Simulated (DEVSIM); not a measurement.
System: Mo/SiON/n-Ge capacitor, at 250 K.

Layer 1 from the left is SiON, thickness (nm) 3.10. Layer 2 from the left is Ge, thickness (nm) 3800, Nd (cm⁻³) 1.2e15.

Metal gate on the left, work function 4.6 eV. Fixed charge at the semiconductor interface -9.2e11 cm⁻² (in units of +e); no interface traps.

The device is made up for the run: typed textbook-type constants, with dimensions and the other settings drawn at random. Values at 300 K; Nc and Nv go as T^1.5, mobilities as T to minus their exponent, the gap by Varshni's rule with the affinity fixed.

SiON: gap (eV) 7, affinity (eV) 1.4, permittivity 5.5. Ge: gap (eV) 0.664, affinity (eV) 4, permittivity 16, Nc (cm⁻³) 1.04e19, Nv (cm⁻³) 6e18, Varshni α (eV/K) 0.000477, Varshni β (K) 235.

Estimate by hand the flat-band voltage, the threshold voltage, and compare with a numerical solution.


- Flat-band voltage: C = 1.57 μF/cm², work-function difference 0.411 V; VFB = φms − qNf/C = 0.50 V; numerical 0.50 V.
- Threshold voltage: φF = 0.158 V, depletion charge √(4εqNφF) = 1.31e-8 C/cm²; VT = VFB − 2φF − Qd/C = 0.18 V; numerical 0.18 V.

DEVSIM, 1D Poisson equation in equilibrium, Boltzmann statistics, complete ionisation; no quantum confinement or tunnelling. Metal contacts follow the ideal Schottky-Mott rule: no Fermi-level pinning, no interface dipoles.
